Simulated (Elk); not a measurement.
Elk run on CdO (Fm-3m, 2 atoms in the cell): self-consistent single point.

Level of theory: Elk 10.2.4 with LDA (PW92), all-electron FP-LAPW, Elk's shipped species files, LAPW+lo basis.

```yaml
crystal:
  lattice:
    - [0.00000, 2.35000, 2.35000]
    - [2.35000, 0.00000, 2.35000]
    - [2.35000, 2.35000, 0.00000]
  atoms:
    - { symbol: Cd, position: [0.00000, 0.00000, 0.00000] }
    - { symbol: O, position: [0.50000, 0.50000, 0.50000] }
```

Reference input (self-consistent single point, DFT, PBE, all-electron FP-LAPW, Elk's shipped species files, LAPW+lo basis): xctype = 20; rgkmax = 7.5; swidth = 0.000734986 Ha; ngridk = 8 8 8; gmaxvr = 14 1/bohr; nxoapwlo = 1; maxscl = 100. This run's input differs from it in these lines:

```diff
@@ -2,5 +2,2 @@
   0
-
-xctype
-  20
```

Output (repeated stretches shortened):

```
│ Self-consistent loop started │
│ Loop number : 1 │
 total energy                :     -5669.43654441
│ Loop number : 2 │
 total energy                :     -5669.52540830
RMS change in Kohn-Sham potential (target) :   0.3482681130     (  0.1000000000E-05)
Absolute change in total energy (target)   :   0.8886389385E-01 (  0.1000000000E-03)
│ Loop number : 3 │
 total energy                :     -5669.38959163
RMS change in Kohn-Sham potential (target) :   0.2672569019     (  0.1000000000E-05)
Absolute change in total energy (target)   :   0.1136006974     (  0.1000000000E-03)
│ Loop number : 4 │
   [... lines left out ...]
Absolute change in total energy (target)   :   0.1114269649E-02 (  0.1000000000E-03)
│ Loop number : 14 │
 total energy                :     -5665.81444534
RMS change in Kohn-Sham potential (target) :   0.4700562911E-06 (  0.1000000000E-05)
Absolute change in total energy (target)   :   0.3862160211E-03 (  0.1000000000E-03)
│ Loop number : 15 │
 total energy                :     -5665.81444402
RMS change in Kohn-Sham potential (target) :   0.1284601852E-06 (  0.1000000000E-05)
Absolute change in total energy (target)   :   0.9523453627E-04 (  0.1000000000E-03)
Convergence targets achieved

│ Loop number : 16 │

Energies :
 Fermi                       :     0.177169582129
 total energy                :     -5665.81443941

Density of states at Fermi energy :    4.827148678
 (states/Hartree/unit cell)

Estimated indirect band gap :   0.3085827286E-01
 from k-point      5 to k-point      2
Estimated direct band gap   :   0.7467041204E-01
 at k-point      2

Charges :
 core                        :    32.00000000
 valence                     :    24.00000000
 interstitial                :    1.809455399
 muffin-tins (core leakage)
  species :    1 (Cd)
   atom    1                 :    46.62418159     (  0.2605847007E-03)
  species :    2 (O)
   atom    1                 :    7.566363015     (  0.9635275466E-08)
 total in muffin-tins        :    54.19054460
 total calculated charge     :    56.00933043
 total charge                :    56.00000000
 error                       :   0.9330431348E-02

│ Self-consistent loop stopped │
```

The run converged in 16 iterations. The count includes the last loop, which Elk runs after its targets are met. 

The starting cell has typed, rounded lattice constants, without a prior relaxation at this level. Values depend on the basis (sphere radii, cutoffs, local orbitals), which need not be converged. The run gives no clean gap (levels at the Fermi energy touch, overlap or are partly filled at this smearing), which alone does not show that the compound is a metal. The log's line on a gap gives a spacing of levels on this mesh, which the program prints for metals too.
